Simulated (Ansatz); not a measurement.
SiNF (model structure, P3m1, No. 156, 3 atoms in the cell)

The numbers are results of PBE (plane waves, PAW; Ansatz, a program for electronic structure), not measurements.

Run with plane-wave cutoff 520 eV, 12×12×6 k mesh (along the axes of the cell as run), Fermi–Dirac smearing 0.01 eV, scalar-relativistic PAW data made under PBE.

Cell (relaxed at this level):

FNSi has the trigonal space group P3m1 (No. 156), Pearson symbol hP3. Cell: a = 2.920 Å, b = 2.920 Å, c = 5.254 Å, α = 90.00°, β = 90.00°, γ = 120.00°. Si on 1a is surrounded by 1 F at 1.609 Å and 3 N at 1.748 Å (tetrahedral). N on 1c is coordinated by 3 Si at 1.748 Å (trigonal pyramidal). F on 1a sees 1 Si at 1.609 Å. (Neighbours: up to the widest gap in distance over summed covalent radii, below 1.35, at either atom.)

For SiNF (model structure, P3m1, No. 156, 3 atoms in the cell), the band gap comes out as 4.93 eV (on the SCF k mesh) and the Γ–Γ gap comes out as 6.77 eV.

Note: the relaxation could raise the start's symmetry but not lower it, so the cell can be a saddle point; the cell has widely spaced layers and the level no dispersion term, so their spacing and the moduli can rest on weak binding.

The computed numbers hold no vibrational or temperature effects.

The result took about 2.3 core-minutes (a rough figure).

A model structure was made by putting elements into a prototype or built by hand; it is no filed structure, need not be a known phase, and can be a saddle point held by its symmetry.
